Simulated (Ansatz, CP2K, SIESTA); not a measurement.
## One structure in several programs: TlCuO2 (P1, 8 atoms in the cell)

Self-consistent single point, at a second geometry (atoms moved at random). First geometry:

```
TlCuO2
1.0
    3.53703     0.00000     0.00000
   -1.76852     3.06316     0.00000
    0.00000     0.00000    11.77167
Tl Cu O
2 2 4
Direct
  0.00000   0.00000   0.50000
  0.00000   0.00000   0.00000
  0.33333   0.66667   0.25000
  0.66667   0.33333   0.75000
  0.33333   0.66667   0.40433
  0.66667   0.33333   0.59567
  0.66667   0.33333   0.90433
  0.33333   0.66667   0.09567
```

Second geometry:
```
CELL_PARAMETERS angstrom
      3.53703     0.00000     0.00000
     -1.76852     3.06316     0.00000
      0.00000     0.00000    11.77167
ATOMIC_POSITIONS crystal
  Tl 0.99627 0.00259 0.50160
  Tl 0.99266 0.99732 0.00086
  Cu 0.33702 0.68351 0.24789
  Cu 0.67809 0.33508 0.75199
  O  0.33265 0.67939 0.39862
  O  0.65146 0.33048 0.60008
  O  0.68315 0.33664 0.90428
  O  0.32871 0.63500 0.09468
```

Shared settings, as Ansatz (a quantum-chemistry and plane-wave program) writes them: kpoints.mp_grid.grid = 9 9 3; scf.occupations.method = gaussian; scf.occupations.width = 0.05 eV. Potentials and cutoffs stand in the table.

```tsv
code	model	ΔF from the first geometry (meV/atom)	pressure (GPa)	largest force (eV/Å)	cutoff
Ansatz	PBEsol, PAW files made with PBE	9.0	-3.74	0.728	default
CP2K	PBEsol, GPW, DZVP-MOLOPT-SR-GTH basis, GTH-PBE potentials (GTH_POTENTIALS)	13.0	-0.25	–	grid 600 Ry
SIESTA	GGA PBEsol, numerical atomic orbitals DZP, PseudoDojo PBEsol standard norm-conserving potentials (rewritten from UPF to PSML)	15.1	-4.67	1.199	grid 300 Ry
```

Size of the force on each atom (eV/Å): Sizes of forces hide their directions.

```tsv
code	Tl1	Tl2	Cu3	Cu4	O5	O6	O7	O8
Ansatz	0.246	0.475	0.398	0.103	0.728	0.397	0.244	0.533
SIESTA	0.287	0.631	0.445	0.069	1.199	0.786	0.650	0.632
```

A dash marks a value that a program does not give, or that is left out as unsure.

No clean gap comes from Ansatz, CP2K and SIESTA: levels at the Fermi energy touch, overlap or are partly filled at this smearing.

On Ansatz's run: spin-orbit coupling is off. Spin polarisation is off, so a magnetic state, if there is one, cannot be reached.

The spread over the programs that give each value: ΔF from the first geometry within 6.1 meV/atom; pressure within 4.42 GPa; largest force within 0.471 eV/Å.

CP2K and SIESTA use small atom-centred bases, whose incompleteness enters pressures, forces and empty levels differently from a plane-wave cutoff. Ansatz's pressure is given at a fixed set of plane waves, as the other plane-wave codes print theirs; with its correction for the finite basis it is -3.48 GPa (the shift of 0.26 GPa shows how far the cutoff is from converged).

The starting cell comes from a database of computed structures (which also holds hypothetical and non-ambient phases and stackings), without a prior relaxation at this level. For this run, on top of that: atoms moved at random.

Keys are those of Ansatz 0.2.
